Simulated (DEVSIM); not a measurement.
Device: Co/Si3N4/p-GaAs capacitor, at 300 K.

| layer (left to right) | material | thickness (nm) | Na (cm⁻³) |
|---|---|---|---|
| 1 | Si3N4 | 6.30 | - |
| 2 | GaAs | 11000 | 3.3e15 |

Metal gate on the left, work function 5 eV. Fixed charge at the semiconductor interface 0 cm⁻² (in units of +e); interface traps 1e10 cm⁻² eV⁻¹, uniform in energy, neutral level at 0.7 of the gap above the valence band.

The device is made up for the run: typed textbook-type constants, with dimensions and the other settings drawn at random. Values at 300 K.

```
parameter      Si3N4    GaAs
-------------  -----  ------
gap (eV)         5.1   1.424
affinity (eV)    2.1    4.07
permittivity     7.5    12.9
Nc (cm⁻³)          -  4.7e17
Nv (cm⁻³)          -    9e18
```

Simulated with DEVSIM: 1D Poisson equation in equilibrium, Boltzmann statistics, complete ionisation; no quantum confinement or tunnelling. Metal contacts follow the ideal Schottky-Mott rule: no Fermi-level pinning, no interface dipoles.

### Question
Tabulate band edges, carrier densities and field at 0.4 V on the gate.

### Answer
Energies count from the Fermi level of the right contact; mesh points crowd at the junctions.

```csv
x (μm),Ec (eV),Ev (eV),n (cm⁻³),p (cm⁻³),field (V/cm)
0.000,2.500,-2.600,< 1e2,< 1e2,41000
0.001371,2.506,-2.594,< 1e2,< 1e2,41000
0.003654,2.515,-2.585,< 1e2,< 1e2,41000
0.005508,2.523,-2.577,< 1e2,< 1e2,41000
0.007275,0.558,-0.866,2.0e8,26000,24000
0.01030,0.566,-0.858,1.5e8,34000,24000
0.01758,0.583,-0.841,7.5e7,68000,24000
0.04453,0.646,-0.778,6700000,760000,23000
0.1002,0.764,-0.660,69000,7.3e7,20000
0.2347,0.990,-0.434,< 1e2,4.7e11,14000
0.5408,1.206,-0.218,< 1e2,1.9e15,1700
1.759,1.220,-0.205,< 1e2,3.3e15,≈ 0
4.240,1.220,-0.205,< 1e2,3.3e15,≈ 0
8.019,1.220,-0.205,< 1e2,3.3e15,≈ 0
10.06,1.220,-0.205,< 1e2,3.3e15,≈ 0
10.62,1.220,-0.205,< 1e2,3.3e15,≈ 0
10.85,1.220,-0.205,< 1e2,3.3e15,≈ 0
10.94,1.220,-0.205,< 1e2,3.3e15,≈ 0
10.99,1.220,-0.205,< 1e2,3.3e15,≈ 0
11.00,1.220,-0.205,< 1e2,3.3e15,≈ 0
11.00,1.220,-0.205,< 1e2,3.3e15,≈ 0
11.01,1.220,-0.205,< 1e2,3.3e15,≈ 0
```
